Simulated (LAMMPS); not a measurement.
Consider Cu (fcc), 256 atoms, at 1630 K and 0 GPa, heated as the crystal in molecular dynamics.

Level of theory: MD with a machine-learned potential, pair style snap, file Cu_Zuo_JPCA2020.snap, run in LAMMPS.

Starting crystal:

```cif
data_Cu4
_chemical_formula_sum 'Cu4'
_space_group_name_H-M_alt 'Fm-3m'
_space_group_IT_number 225
_space_group_name_Hall '-F 4 2 3'
_cell_length_a 3.61000
_cell_length_b 3.61000
_cell_length_c 3.61000
_cell_angle_alpha 90.000
_cell_angle_beta 90.000
_cell_angle_gamma 90.000
loop_
_atom_site_label
_atom_site_type_symbol
_atom_site_symmetry_multiplicity
_atom_site_Wyckoff_symbol
_atom_site_fract_x
_atom_site_fract_y
_atom_site_fract_z
_atom_site_occupancy
Cu1 Cu 4 a 0.00000 0.00000 0.00000 1
```

Question: What does the simulation give for the state found, the density, the first peak of g(r)?

Answer: state found: crystal; no diffusion seen in 15 ps; density: 8.141 ± 0.002 g/cm³; first peak of g(r): 2.57 Å, height 3.0.

Caution: this crystal lies over the measured melting point of 1358 K, so it is superheated or the potential melts high. Caution: a run this short can hold a crystal over, or a liquid under, the potential's own melting point, which these runs don't give.
